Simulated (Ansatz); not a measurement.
Take ZnBr$_{2}$ in the fluorite structure (space group Fm-3m, No. 225; a = 6.762 Å; a hypothetical phase, not in the database extracts checked; relaxed with 0.1 eV smearing) as the base. Axes: x, y, z lie along the cube axes.

Computed with PBE (Ansatz, a quantum-chemistry and plane-wave program; PAW; 420 eV plane waves; spin-orbit coupling left out).

A first run, uniaxial strain ε_zz = −2.27 %, gives secant values C11 ≈ 130 GPa and C12 ≈ 5.1 GPa from its stress. A second run applies uniaxial stress, 2 GPa compression along z.

**Question.** What does linear elasticity predict for Young's modulus in the second run, and what does the run give?

**Answer.** Linear elasticity: (C11 − C12)(C11 + 2 C12)/(C11 + C12) = 130 GPa. The run gives 120 GPa; any difference comes from nonlinear terms at these strains and numerical noise.

Stability under load was not tested beyond the relaxation. The final runs are not spin-polarised.
